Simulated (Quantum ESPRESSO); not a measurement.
Input and output of a self-consistent single point for CrB (Cmcm, 4 atoms in the cell) (Quantum ESPRESSO).

Method: LDA (PZ), GBRV 1.5 ultrasoft (LDA) pseudopotentials (plane waves; Quantum ESPRESSO 7.5).

```xyz
4
Lattice="1.4517 -3.8991 0.0000 1.4517 3.8991 0.0000 0.0000 0.0000 2.9019" Properties=species:S:1:pos:R:3 pbc="T T T"
Cr     1.4517    -2.7654     2.1765
Cr     1.4517     2.7654     0.7255
B      1.4517    -0.5064     2.1765
B      1.4517     0.5064     0.7255
```

Reference input (self-consistent single point, DFT, PBEsol, plane waves, GBRV 1.5 ultrasoft (PBESOL) pseudopotentials): ecutwfc = 50 Ry; ecutrho = 400 Ry; occupations = smearing; smearing = fd; degauss = 0.0073499 Ry; potentials = {Cr: cr_pbesol_v1.5.uspp.F.UPF, B: b_pbesol_v1.4.uspp.F.UPF}; K_POINTS = automatic 8 8 8 0 0 0; conv_thr = 1e-11 Ry. This run's input differs from it in these lines:

```diff
@@ -23,4 +23,4 @@
 ATOMIC_SPECIES
-Cr    51.9961  cr_pbesol_v1.5.uspp.F.UPF
-B     10.8100  b_pbesol_v1.4.uspp.F.UPF
+Cr    51.9961  cr_lda_v1.5.uspp.F.UPF
+B     10.8100  b_lda_v1.4.uspp.F.UPF
 CELL_PARAMETERS {angstrom}
```

Output (repeated stretches shortened):

```
     Self-consistent Calculation

     iteration #  1     ecut=    50.00 Ry     beta= 0.70

---- Real-time Memory Report at c_bands before calling an iterative solver
           141 MiB given to the printing process from OS
            73 MiB allocation reported by mallinfo(arena+hblkhd)
------------------

     negative rho (up, down):  4.809E-03 0.000E+00

     total energy              =    -359.81552190 Ry
     estimated scf accuracy    <       6.74324218 Ry

     iteration #  2     ecut=    50.00 Ry     beta= 0.70

---- Real-time Memory Report at c_bands before calling an iterative solver
   [... lines left out ...]
           209 MiB given to the printing process from OS
           101 MiB allocation reported by mallinfo(arena+hblkhd)
------------------

     negative rho (up, down):  8.258E-04 0.000E+00

     total energy              =    -363.91585035 Ry
     estimated scf accuracy    <          1.6E-11 Ry

     iteration # 16     ecut=    50.00 Ry     beta= 0.70

---- Real-time Memory Report at c_bands before calling an iterative solver
           209 MiB given to the printing process from OS
           101 MiB allocation reported by mallinfo(arena+hblkhd)
------------------

     negative rho (up, down):  8.258E-04 0.000E+00
     End of self-consistent calculation

     the Fermi energy is    18.2635 ev

!    total energy              =    -363.91585035 Ry
     estimated scf accuracy    <          6.7E-14 Ry
     smearing contrib. (-TS)   =      -0.00666629 Ry
     internal energy E=F+TS    =    -363.90918406 Ry

     convergence has been achieved in  16 iterations

     negative rho (up, down):  8.258E-04 0.000E+00

     Forces acting on atoms (cartesian axes, Ry/au):

     atom    1 type  1   force =     0.00000000   -0.00114526    0.00000000
     atom    2 type  1   force =     0.00000000    0.00114526   -0.00000000
     atom    3 type  2   force =     0.00000000    0.00101124    0.00000000
     atom    4 type  2   force =     0.00000000   -0.00101124    0.00000000

     Total force =     0.002161     Total SCF correction =     0.000001

     negative rho (up, down):  8.258E-04 0.000E+00
          total   stress  (Ry/bohr**3)                   (kbar)     P=      -93.14
  -0.00060309  -0.00000000   0.00000000          -88.72       -0.00        0.00
  -0.00000000  -0.00065615   0.00000000           -0.00      -96.52        0.00
   0.00000000   0.00000000  -0.00064024            0.00        0.00      -94.18

   JOB DONE.
```

The run converged in 16 iterations. Against the reference run the pressure goes from -2.67 to -9.31 GPa and the largest force goes from 0.041 to 0.029 eV/Å.

The starting cell comes from a database of computed structures (which also holds hypothetical and non-ambient phases and stackings), without a prior relaxation at this level. Spin polarisation is off. With a pressure of about -9 GPa the cell is away from its equilibrium volume at this level.

Cost on one core of a shared machine: roughly 2 min.
